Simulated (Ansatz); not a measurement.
Troubleshooting Ansatz (a first-principles code): a failed run on a sheet of P (2 atoms in the cell). The aim is a self-consistent single point with DFT, LDA (PW92), plane waves, default PAW files made with PBE.

The input file:

Ansatz 0.2 input:
```yaml
crystal:
  lattice:
    - [3.706589, 0.000000, 0.000000]
    - [-1.853294, 3.210000, 0.000000]
    - [0.000000, 0.000000, 14.000000]
  atoms:
    - { symbol: P, position_ang: [0.000000, 0.000000, 7.000000] }
    - { symbol: P, position_ang: [1.853297, 1.069999, 7.000000] }
kpoints:
  mp_grid:
    grid: [5, 5, 1]
hamiltonian:
  xc: lda
  pseudopotentials:
    kind: paw
scf:
  occupations:
    method: fermi_dirac
    width: 0.05 eV
output:
  force: true
  eigenvalues: true
  stress: true
```

Output, abridged:

```
Error: YAML parse error: error: line 21 column 3: unknown field `force`, expected one of write_density, write_potential, write_potential_components, volumetric_format, write_bands, fatbands, populations, hubbard, elf, band_densities, bader, dos, optics, efg, charged_corrections, wannier, polarization, topological_invariants, transmission, current_voltage, crpa, pair_interaction, rpa_energy, embedding, core_levels, xc_energy_on_converged_density, boltztrap, local_orbitals, orbitals, eigenstates, states_by_energy, atomic_orbital_hamiltonian, active_space, given_orbital_levels, support_matrices, forces, stress, cutoff_correction, eigenvalues, band_residual_tolerance, publish_guard_bands
  --> <input>:21:3
   |
19 |     width: 0.05 eV
20 | output:
21 |   force: true
   |   ^ unknown field `force`, expected one of write_density, write_potential, write_potential_components, volumetric_format, write_bands, fatbands, [...]
22 |   eigenvalues: true
23 |   stress: true
   |
```

Q: Read the log: what does the program object to, and what is the fix?

A: The program does not know the word force. To fix it, write forces. The program stopped before any SCF iteration.

The sound input it was made from differs as follows (other fixes are possible):
```diff
-  force: true
+  forces: true
```

With that input, the run converged in 6 iterations: free energy E − TS (on the zero of these files) -1450.1949 eV; Fermi level (on the code's own zero) -1.93 eV; pressure averaged over the cell with its vacuum 0.60 GPa (DFT, LDA (PW92), plane waves, default PAW files made with PBE).

On the sound input: the starting cell was generated: these elements placed on a structure prototype, without a prior relaxation; it need not be a known phase or ordering of this composition. Without a gap this mesh is coarse (it stands for a supercell whose shortest in-plane vector is 19 Å).
